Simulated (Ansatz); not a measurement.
Output of an Ansatz run (abridged):

```
WARN ansatz: RAYON_NUM_THREADS=1 ignored (pool sized by the plan → 1); use --threads N
Pseudopotentials: kind: paw
Pseudopotential: Hf, paw, valence charge 26
Pseudopotential: Si, paw, valence charge 4
Crystal: 6 atoms, lattice volume = 111.834 Å³
Basis set: ecut = 420 eV, 2153 PW (Γ)
Bands: 68, of which v1, the nominal top of the filled ones, is band 56 counted from 1 (55 counted from 0)
Symmetry: 16 space group operations
Space group: I4/mcm (ITA 140), of the structure as read, at distance tolerance 4.8e-5 Å
k-points: 59 of 512
PAW frozen core: Hf, regenerated for the run's functional, and the local potential with it
PAW frozen core: Si, regenerated for the run's functional, and the local potential with it
Initial density: superposition of atomic densities (neutral atoms: chi_scale 0, normalization atom), corrected by the library's trained network
Initial wavefunctions: pseudopotential atomic-orbital guess
Eigensolver: davidson
Functional: x = slater, c = lda
SCF iter   1: F=—  HF=-63129.350446 eV  |F-HF|=—  |Δ(HF+E_count)|=         —  Δρ=5.84e-3  dr2=2.89e-2  ethr=1.77e-3  ⟨swp⟩=5.5  Hψ=13550  notcnv=0  defer=21
all-band conjugate gradients solve this SCF's bands
preconditioner: auto → Kerker (q_TF=auto, 2.729 Å⁻¹)
SCF iter   2: F=—  HF=-63129.346655 eV  |F-HF|=—  |Δ(HF+E_count)|=   3.79e-3  Δρ=3.52e-3  dr2=1.29e-2  ethr=2.58e-5  ⟨swp⟩=3.0  Hψ=6892  notcnv=0  defer=33
SCF iter   3: F=—  HF=-63129.345401 eV  |F-HF|=—  |Δ(HF+E_count)|=   1.25e-3  Δρ=1.11e-3  dr2=1.57e-3  ethr=1.15e-5  ⟨swp⟩=2.0  Hψ=6029  notcnv=0  defer=33
SCF iter   4: F=—  HF=-63129.343844 eV  |F-HF|=—  |Δ(HF+E_count)|=   1.56e-3  Δρ=4.46e-4  dr2=1.78e-4  ethr=1.40e-6  ⟨swp⟩=2.0  Hψ=7002  notcnv=0  defer=33
SCF iter   5: F=—  HF=-63129.343767 eV  |F-HF|=—  |Δ(HF+E_count)|=   7.71e-5  Δρ=8.55e-5  dr2=1.26e-5  ethr=1.59e-7  ⟨swp⟩=2.0  Hψ=6718  notcnv=0  defer=33
SCF iter   6: F=—  HF=-63129.343768 eV  |F-HF|=—  |Δ(HF+E_count)|=   1.05e-6  Δρ=2.98e-5  dr2=1.10e-6  ethr=1.13e-8  ⟨swp⟩=2.1  Hψ=6937  notcnv=0  defer=33
SCF iter   7: F=-63129.343767 eV  HF=-63129.343767 eV  |F-HF|=4.50e-8  |Δ(HF+E_count)|=   3.44e-7  Δρ=6.05e-6  dr2=7.32e-8  ethr=8.93e-11  ⟨swp⟩=9.5  Hψ=22015  notcnv=0
SCF 1 converged in 7 iterations: F = -63129.343767 eV  dr2 = 7.32e-8
SCF converged after 7 iterations
Free energy (F): -63129.343767 eV
Harris-Foulkes:  -63129.343767 eV  (|F-HF|=4.50e-8)
Internal energy: -63129.330998 eV  (E = F + TS)
E sigma→0 (E₀):  -63129.337382 eV
Entropy (-TS):   -0.012770 eV (-2.128 meV/atom)
Fermi energy:    17.876834 eV
--- Per-component energies (eV) ---
  E_band       = 77.158046
  E_kinetic    = 1780.930181
  E_local      = -22271.872036  (includes V_loc(G=0)·N_el)
  E_nonlocal   = -4878.547224
  E_hartree    = 10477.609865
  E_xc         = -1302.384497
  E_vxc        = -1164.042825  (∫ρ·V_xc dr)
  E_paw        = -27713.773319  (= ΣΔE_a)
  E_vpaw       = 5655.454359  (= ΣTr[D̂ρ^β])
  E_aug_tail   = 0.000005  (compensation charges beyond the density's cutoff)
  E_ewald      = -19231.291604
  E_core_change = 9.997632  (= ΣΔE_core)
  E_smearing   = -0.012770  (= −TS)
  E_closure    = 0.000000  (closes the sum)
  Σ components = -63129.343767   (vs F -63129.343767, Δ=0.00e0)
--- Forces (eV/Å), atoms counted from 1 ---
  atom   1  Hf     0.01998184    -0.01998184     0.00000000
  atom   2  Hf    -0.01998184     0.01998184     0.00000000
  atom   3  Hf     0.01998184     0.01998184     0.00000000
  atom   4  Hf    -0.01998184    -0.01998184    -0.00000000
  atom   5  Si    -0.00000000     0.00000000     0.00000000
  atom   6  Si     0.00000000    -0.00000000     0.00000000
  max |Σ_I F_I| component: 4.86e-17 eV/Å
--- Stress (GPa, compression-positive) ---
       -7.542233       0.000000      -0.000000
        0.000000      -7.542233       0.000000
        0.000000      -0.000000      -7.092392
  P = ⅓ Tr σ = -7.3923 GPa (-73.923 kbar)
  The stress holds the Pulay correction. Without it, at fixed plane waves, as pw.x and ABINIT print it: P = -7.4274 GPa
--- Band table (eV; the first three rows and the last of 59) ---
  k-point 0: bands = ["-43.5371", "-43.5040", "-43.4656", "-43.4656", "-12.4448", "-12.4376", "-12.3271", "-12.3271", "-12.2954", "-12.2954", "-12.2024", "-12.1798", "-12.1654", "-11.8678", "-11.8442", "-11.8442", "6.4136", "6.4456", "6.4485", [...]
  k-point 1: bands = ["-43.5354", "-43.5036", "-43.4677", "-43.4656", "-12.4464", "-12.4367", "-12.3266", "-12.3236", "-12.3084", "-12.2956", "-12.1980", "-12.1842", "-12.1315", "-11.8730", "-11.8647", "-11.8446", "6.4183", "6.4458", "6.4483", [...]
  k-point 2: bands = ["-43.5312", "-43.5021", "-43.4735", "-43.4656", "-12.4578", "-12.4105", "-12.3682", "-12.3212", "-12.2962", "-12.2782", "-12.2138", "-12.1721", "-12.0698", "-11.9156", "-11.8889", "-11.8458", "6.4281", "6.4428", "6.4476", [...]
  k-point 58: bands = ["-43.5017", "-43.4909", "-43.4909", "-43.4891", "-12.5232", "-12.4473", "-12.4034", "-12.2497", "-12.2497", "-12.2024", "-12.1693", "-12.1136", "-11.9829", "-11.9829", "-11.9638", "-11.9638", "6.4348", "6.4463", "6.4508", [...]
```

The structure:

```
CELL_PARAMETERS angstrom
     -3.28518     3.28518     2.59057
      3.28518    -3.28518     2.59057
      3.28518     3.28518    -2.59057
ATOMIC_POSITIONS crystal
  Hf 0.84351 0.65649 0.50000
  Hf 0.15649 0.34351 0.50000
  Hf 0.65649 0.15649 0.81298
  Hf 0.34351 0.84351 0.18702
  Si 0.75000 0.75000 0.00000
  Si 0.25000 0.25000 0.00000
```

Problem. What input produced this log?

Solution. Other spellings and defaults could give the same log, and not every line can be read from it. The input that was run (DFT, LDA (PW92), plane waves, default PAW files made with PBE):

Ansatz 0.2 input:
```yaml
# Hf2Si
crystal:
  lattice:
    - [-3.285176, 3.285176, 2.590573]
    - [3.285176, -3.285176, 2.590573]
    - [3.285176, 3.285176, -2.590573]
  atoms:
    - { symbol: Hf, position: [0.843510, 0.656490, 0.500000] }
    - { symbol: Hf, position: [0.156490, 0.343510, 0.500000] }
    - { symbol: Hf, position: [0.656490, 0.156490, 0.812980] }
    - { symbol: Hf, position: [0.343510, 0.843510, 0.187020] }
    - { symbol: Si, position: [0.750000, 0.750000, 0.000000] }
    - { symbol: Si, position: [0.250000, 0.250000, 0.000000] }
basis:
  ecutwfc: 420.0
kpoints:
  mp_grid:
    grid: [8, 8, 8]
hamiltonian:
  xc: lda
  pseudopotentials:
    kind: paw
scf:
  occupations:
    method: gaussian
    width: 0.1
output:
  forces: true
  eigenvalues: true
  stress: true
```

The starting cell comes from a database of computed structures (which also holds hypothetical and non-ambient phases and stackings), without a prior relaxation at this level. Its lattice was rescaled by up to half a per cent. Spin-orbit coupling is off. With a pressure of about -7 GPa the cell is away from its equilibrium volume at this level. Ansatz's pressure includes its estimate of the finite-basis (Pulay) stress.

Ansatz is a program for electronic structure.
